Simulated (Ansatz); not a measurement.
The starting structures come from a database of crystals and need not be the phases stable at ambient conditions.

Data:

```xyz
8
Lattice="4.7919 0.0000 0.0000 0.0000 5.8837 0.0000 0.0000 0.0000 5.5431" Properties=species:S:1:pos:R:3 pbc="T T T"
Pb     0.9116     1.5770     2.7118
Pb     3.3076     4.3067     2.8313
Pb     3.3076     1.5770     0.0598
Pb     0.9116     4.3067     5.4834
O      0.9116     2.1169     0.4931
O      3.3075     3.7669     5.0500
O      3.3075     2.1169     2.2784
O      0.9116     3.7669     3.2647
```

Space group of this cell: Pbcm. The cell was relaxed by PBE-D3(BJ); by r2SCAN its mean pressure is -1.3 GPa.

Transport runs along the normal of the first two printed cell vectors.

No gap correction and no spin-orbit coupling; mid-gap values are interpolated between computed energies.

Compute, with Ansatz (a program for electronic structure) with r2SCAN, the band gap and the smallest decay constant κ at mid-gap.

Gap 2.45 eV on a 6×6×6 mesh; κ = 0.256 1/Å, at (0.333, 0.500) of the in-plane reciprocal vectors. At the zone centre, at the nearest computed energy, the slowest state has κ = 0.36 1/Å.
